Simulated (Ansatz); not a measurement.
## Response to strain in hypothetical rock salt BeTe

Consider BeTe in the rock salt structure (space group Fm-3m, No. 225; a = 5.302 Å; a hypothetical phase, not in the database extracts checked). Axes: x, y, z lie along the cube axes.

Strains are applied to the cell and any free atomic positions relax; under biaxial strain the out-of-plane vector relaxes too.

Level of theory: PBEsol, PAW, 420 eV (Ansatz, a program for electronic structure; scalar-relativistic without spin-orbit coupling).

Notes on the quantities. energy relative to the base: free energy F.

```csv
change,volume per atom,space group,energy relative to the base
base,18.63 Å³,Fm-3m (No. 225),0 meV/atom
"biaxial strain −0.60 %, plane normal [001], relaxed out of plane",18.48 Å³,I4/mmm (No. 139),+0.6 meV/atom
"biaxial strain +3.76 %, plane normal [001], relaxed out of plane",19.56 Å³,I4/mmm (No. 139),+20 meV/atom
"biaxial strain +0.63 %, plane normal [111], relaxed out of plane",18.79 Å³,R-3m (No. 166),+0.7 meV/atom
"biaxial strain +0.77 %, plane normal [111], relaxed out of plane",18.83 Å³,R-3m (No. 166),+1.0 meV/atom
isotropic strain +1.04 %,19.22 Å³,Fm-3m (No. 225),+4.0 meV/atom
isotropic strain +4.72 %,21.39 Å³,Fm-3m (No. 225),+73 meV/atom
uniaxial strain ε_zz = −0.96 %,18.45 Å³,I4/mmm (No. 139),+0.7 meV/atom
tensor shear ε_xz = +1.73 %,18.62 Å³,Immm (No. 71),+3.2 meV/atom
tensor shear ε_yz = −3.30 %,18.61 Å³,Immm (No. 71),+11 meV/atom
```

Without a gap, meshes like the base's 15×15×15 leave anisotropic stresses uncertain by several tenths of a GPa, and small strain energies with them. No phonon test of stability was made. The final runs are not spin-polarised.
